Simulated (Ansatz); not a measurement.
Consider Ga₂O₃ (space group R-3m, No. 166; a = 2.9881 Å, c = 22.8522 Å (hexagonal axes); a hypothetical phase, not in the database extracts checked). Axes: x lies along a and z along c of the hexagonal cell.

Computed with DFT with PBEsol, PAW potentials and a 420 eV plane-wave cutoff in Ansatz (a program for electronic structure), no spin-orbit coupling.

Perturbation: the cell is scaled by 1.0292 in all directions, atoms relaxed at fixed cell.

Q: Predict the stress tensor and what it implies for the stiffness.

A: Stress of the strained cell less that of the base (GPa, compression positive):
```
 -10.75    0.00    0.00
   0.00  -10.75    0.00
   0.00    0.00   -0.09
```

Then B = −ΔP/(ΔV/V₀) with ΔV/V₀ = 0.0902 gives secant stiffness values (nonlinear terms included at this strain): B (at held cell shape, above the free-shape value) ≈ 80 GPa.

As a check, the harmonic strain energy −½ V₀ Δσ:ε is 23 meV/atom; the computed energy rise is 25 meV/atom.

Whether these cells are dynamically stable was not tested.
